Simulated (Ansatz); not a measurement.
## Pressure series in GaAs

The parent structure is GaAs in the zinc blende structure (space group F-43m, No. 216; a = 5.6656 Å).

Cell and atoms are relaxed at each pressure.

Calculations: r2SCAN (Ansatz, an electronic-structure program), no SOC, earlier PAW set.

Candidates:
(a) pressure −2 GPa
(b) pressure −1 GPa
(c) pressure 60 GPa
(d) pressure 1.8 GPa

For the base:

| Item | Value |
|---|---|
| Width of the top valence band | 3.40 eV |

**Question.** Order them by width of the top valence band, highest first.

**Answer.** (c) pressure 60 GPa (5.64 eV), (d) pressure 1.8 GPa (3.51 eV), (b) pressure −1 GPa (3.33 eV), (a) pressure −2 GPa (3.26 eV)

The levels and masses belong to the bands next to the band gap. Load acts through the strain it causes; cell and atoms are relaxed under it. No phonon test of stability was made. Measured, GaAs leaves this structure (for a Cmcm phase) near 15 GPa (room temperature; as listed in arXiv:1906.07825).
